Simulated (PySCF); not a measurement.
PySCF 2.14.0, HF/def2-svpd, df: Cr(NMe)(S)(F)2 (C[N]=[Cr]([F])([F])=[S]), 9 atoms. The geometry is a generated start, not checked to be a minimum at this level.

```json
{
 "task": "energy",
 "method": "hf",
 "basis": "def2-svpd",
 "two_electron_scheme": "density fitting",
 "mol.max_memory": "3000 MB",
 "mf.max_cycle": "100",
 "mf.init_guess": "minao (default)",
 "mf.DIIS": "CDIIS (default)",
 "mf.conv_tol": "1e-09 (default)",
 "basis_functions": "171"
}
```

```xyz
9

Cr    -0.7891     0.7298     0.9875
N      0.0047     0.0179    -0.2556
C      0.7538    -0.6770    -1.1844
H      0.5681    -0.2787    -2.1888
H      1.8222    -0.5726    -0.9556
H      0.4833    -1.7389    -1.1652
S     -0.1190    -0.1442     2.7442
F     -2.4493     0.2965     0.9088
F     -0.2747     2.3671     1.1091
```

Charge 0 and multiplicity 1 are set for this test and not shown to be the ground state.

One run each on 2 threads, 1 BLAS thread. Values of diis_space tried: 3, 5, 8 (default), 12, 20.

Problem. Which value of diis_space needs the fewest Fock builds, and what happens away from it?

Solution. Fewest Fock builds: 20 with 33. The count rises to 68 at 8 (default). The run ends without SCF convergence in 100 cycles at 3, 5.

| diis_space | Fock builds | end |
|---|---|---|
| 3 | 101 | no convergence |
| 5 | 101 | no convergence |
| 8 (default) | 68 | same solution |
| 12 | 46 | same solution |
| 20 | 33 | same solution |
